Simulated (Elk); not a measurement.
Elk run on YAs (Fm-3m, 2 atoms in the cell): self-consistent single point.

Method of the run: PBEsol, all-electron FP-LAPW, Elk's shipped species files, default APW+lo basis in Elk.

```yaml
crystal:
  lattice:
    - [0.00000, 2.91294, 2.91294]
    - [2.91294, 0.00000, 2.91294]
    - [2.91294, 2.91294, 0.00000]
  atoms:
    - { symbol: Y, position: [0.00000, 0.00000, 0.00000] }
    - { symbol: As, position: [0.50000, 0.50000, 0.50000] }
```

Reference input (self-consistent single point, DFT, PBEsol, all-electron FP-LAPW, Elk's shipped species files, default APW+lo basis): xctype = 22; rgkmax = 7; stype = 1; swidth = 0.00183747 Ha; ngridk = 9 9 9. This run's input differs from it in these lines:

```diff
@@ -33,3 +33,3 @@
 ngridk
-  9 9 9
+  5 5 5
```

Log, with long lists cut:

```
│ Self-consistent loop started │
│ Loop number : 1 │
 total energy                :     -5648.88337369
│ Loop number : 2 │
 total energy                :     -5648.84267167
RMS change in Kohn-Sham potential (target) :   0.1494876556     (  0.1000000000E-05)
Absolute change in total energy (target)   :   0.4070202318E-01 (  0.1000000000E-03)
│ Loop number : 3 │
 total energy                :     -5648.65622106
RMS change in Kohn-Sham potential (target) :   0.1429356439     (  0.1000000000E-05)
Absolute change in total energy (target)   :   0.1966261097     (  0.1000000000E-03)
│ Loop number : 4 │
   [... lines left out ...]
Absolute change in total energy (target)   :   0.7985832362E-03 (  0.1000000000E-03)
│ Loop number : 13 │
 total energy                :     -5643.45068713
RMS change in Kohn-Sham potential (target) :   0.6957307283E-06 (  0.1000000000E-05)
Absolute change in total energy (target)   :   0.1263450040E-03 (  0.1000000000E-03)
│ Loop number : 14 │
 total energy                :     -5643.45069778
RMS change in Kohn-Sham potential (target) :   0.1581189181E-06 (  0.1000000000E-05)
Absolute change in total energy (target)   :   0.2093655257E-04 (  0.1000000000E-03)
Convergence targets achieved

│ Loop number : 15 │

Energies :
 Fermi                       :     0.224275284092
 total energy                :     -5643.45069890

Density of states at Fermi energy :    42.57929499
 (states/Hartree/unit cell)

Estimated indirect band gap :   0.4033780372E-02
 from k-point      4 to k-point      8
Estimated direct band gap   :   0.1415353461E-01
 at k-point      8

Charges :
 core                        :    46.00000000
 valence                     :    26.00000000
 interstitial                :    3.613971985
 muffin-tins (core leakage)
  species :    1 (Y)
   atom    1                 :    36.76947686     (  0.8983977580E-05)
  species :    2 (As)
   atom    1                 :    31.61655116     (  0.1459055390E-03)
 total in muffin-tins        :    68.38602802
 total calculated charge     :    71.99450170
 total charge                :    72.00000000
 error                       :   0.5498303979E-02

│ Self-consistent loop stopped │
```

The run converged in 15 iterations. The count includes the last loop, which Elk runs after its targets are met. Against the reference run the total energy goes up by 9.0 meV/atom.

The starting cell comes from a database of computed structures (which also holds hypothetical and non-ambient phases and stackings), without a prior relaxation at this level. Values depend on the basis (sphere radii, cutoffs, local orbitals), which need not be converged. The log's line on a gap gives a spacing of levels on this mesh, which the program prints for metals too.
